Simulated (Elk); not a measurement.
Band structure of La3TlC (Pm-3m, 5 atoms in the cell).

```
CELL_PARAMETERS angstrom
      5.32515     0.00000     0.00000
      0.00000     5.32515     0.00000
      0.00000     0.00000     5.32515
ATOMIC_POSITIONS crystal
  La 0.50000 0.00000 0.50000
  La 0.00000 0.50000 0.50000
  La 0.50000 0.50000 0.00000
  Tl 0.00000 0.00000 0.00000
  C  0.50000 0.50000 0.50000
```

Computed with LDA (PW92), all-electron FP-LAPW, Elk's shipped species files, APW+lo basis with extra local orbitals (Elk).

Settings: rgkmax = 7.5; stype = 0; swidth = 0.00999582 Ha; ngridk = 5 5 5; gmaxvr = 18 1/bohr; lmaxapw = 10; lmaxo = 8; nxlo = 2; lorbcnd = true; lradstp = 2; nrmtscf = 2; lmaxi = 4; maxscl = 100.

The starting cell comes from a database of computed structures (which also holds hypothetical and non-ambient phases and stackings), without a prior relaxation at this level. Its lattice was rescaled by a random factor within 2.5 % of one. Spin-orbit coupling is off. Values depend on the basis (sphere radii, cutoffs, local orbitals), which need not be converged.

Levels in eV from the Fermi level, bands 25 to 32:
```csv
point,25,26,27,28,29,30,31,32
Γ,-0.35,-0.35,-0.35,-0.04,-0.04,-0.04,0.95,0.95
X,-0.44,-0.44,-0.40,-0.40,-0.13,0.83,1.41,1.46
M,-0.97,-0.97,-0.89,-0.87,1.23,1.23,1.33,1.33
R,-2.88,0.31,0.31,0.31,1.32,1.32,1.32,1.54
```

Bands cross the Fermi level along this path, so the cell is metallic at this level.
